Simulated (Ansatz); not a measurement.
The starting structures come from a database of crystals and need not be the phases stable at ambient conditions.

Tunnelling through a barrier is set by its complex band structure: the current falls as exp(−2κd) with the smallest κ.

Consider the following.

```
CELL_PARAMETERS angstrom
      6.99967     0.00000     0.00000
      2.78754     8.76873     0.00000
      0.00000     0.00000     7.12578
ATOMIC_POSITIONS crystal
  K  0.25804 0.93663 0.49166
  K  0.74196 0.06337 0.99166
  La 0.23310 0.44587 0.50294
  La 0.76690 0.55413 0.00294
  Ge 0.78259 0.31717 0.47093
  Ge 0.21741 0.68283 0.97093
  Se 0.41832 0.42543 0.91773
  Se 0.58168 0.57457 0.41773
  Se 0.98742 0.28361 0.74484
  Se 0.01258 0.71639 0.24484
  Se 0.97107 0.73052 0.72786
  Se 0.02893 0.26948 0.22786
  Se 0.58206 0.15319 0.46743
  Se 0.41794 0.84681 0.96743
```

Space group of this cell: P2_1. The cell is taken as given; by r2SCAN its mean pressure is -1.1 GPa.

Transport runs along the normal of the first two printed cell vectors.

The gap is the functional's own. No spin-orbit coupling. Mid-gap values are interpolated on the energy grid.

Problem. Predict the band gap and the smallest decay constant κ at mid-gap from r2SCAN (Ansatz, a program for electronic structure).

Solution. Gap 1.95 eV on a 6×4×4 mesh; κ = 0.175 1/Å, at the zone centre.
